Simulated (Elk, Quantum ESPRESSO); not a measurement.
An Elk input for a self-consistent single point of SiC (F-43m, 2 atoms in the cell) (DFT, PBE, all-electron FP-LAPW, Elk's shipped species files, APW+lo basis with extra local orbitals):

```
tasks
  0

xctype
  20

tforce
  .true.

rgkmax
  7.5

gmaxvr
  18.0

lmaxapw
  10

lmaxo
  8

nxlo
  2

lorbcnd
  .true.

lradstp
  2

nrmtscf
  2.0

lmaxi
  4

stype
  3

swidth
  0.000734986

scale
  5.709478398

avec
    0.0000000000    0.7071067812    0.7071067812
    0.7071067812    0.0000000000    0.7071067812
    0.7071067812    0.7071067812    0.0000000000

sppath
  'species/'

atoms
  2   : nspecies
  'Si.in'   : spfname
  1   : natoms; atposl, bfcmt below
  0.0000000000  0.0000000000  0.0000000000    0.0 0.0 0.0
  'C.in'   : spfname
  1   : natoms; atposl, bfcmt below
  0.2500000000  0.2500000000  0.2500000000    0.0 0.0 0.0

ngridk
  10 10 10
```

**Question.** Write the same calculation as an input for Quantum ESPRESSO.

**Answer.** This is the input that was run; spellings and numerical settings could be chosen otherwise.

```fortran
&control
 calculation = 'scf'
 prefix = 'scf'
 outdir = './tmp'
 pseudo_dir = './'
 tprnfor = .true.
 tstress = .true.
/
&system
 ibrav = 2
 celldm(1) = 8.0744217853
 nat = 2
 ntyp = 2
 ecutwfc = 85
 occupations = 'smearing'
 smearing = 'fermi-dirac'
 degauss = 0.00147
/
&electrons
 conv_thr = 1.0e-11
 mixing_beta = 0.4
/
ATOMIC_SPECIES
Si    28.0850  Si.upf
C     12.0110  C.upf
ATOMIC_POSITIONS crystal
Si    0.0000000000    0.0000000000    0.0000000000
C     0.2500000000    0.2500000000    0.2500000000
K_POINTS automatic
10 10 10  0 0 0
```

Basis settings and potentials, where a program has them, do not carry over. This input uses DFT, PBE, plane waves, PseudoDojo standard norm-conserving (PBE) pseudopotentials. Both were run: gap on the mesh 1.302 eV in Elk and 1.307 in Quantum ESPRESSO.

On Elk: the starting cell has typed, rounded lattice constants, without a prior relaxation at this level. For this run, on top of that: lattice scaled by 0.98. Values depend on the basis (sphere radii, cutoffs, local orbitals), which need not be converged.

On Quantum ESPRESSO: the starting cell has typed, rounded lattice constants, without a prior relaxation at this level. For this run, on top of that: lattice scaled by 0.98. With a pressure of about 18 GPa the cell is away from its equilibrium volume at this level.
